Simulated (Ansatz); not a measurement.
The reference is InSb in the zinc blende structure (space group F-43m, No. 216; a = 6.635 Å).

Level of theory: PBE (Ansatz, an electronic-structure program; PAW; 420 eV plane waves; spin-orbit coupling left out), earlier PAW set.

One change was made to it. Results:

```json
[
 {"quantity": "lattice parameter a", "base": "6.635 Å", "after": "5.902 Å"},
 {"quantity": "band gap", "base": "zero", "after": "0.68 eV"}
]
```

Task: What was done to the base?
(A) pressure −2 GPa
(B) pressure 75 GPa
(C) pressure 30 GPa

Result: C, pressure 30 GPa. For comparison, the band gap in the other runs: pressure 75 GPa gives 0.05 eV; pressure −2 GPa gives zero.

With Sb present, leaving out spin-orbit coupling can change the band edges. Load acts through the strain it causes; cell and atoms are relaxed under it. Stability against distortions was not tested. Tetrahedral semiconductors of this kind turn to denser phases somewhere between about 1 and 50 GPa; those were not computed, so compressed cells here can lie past the real transition. All final runs are without spin polarisation. The zero or small gap of InSb can change with the level of theory.
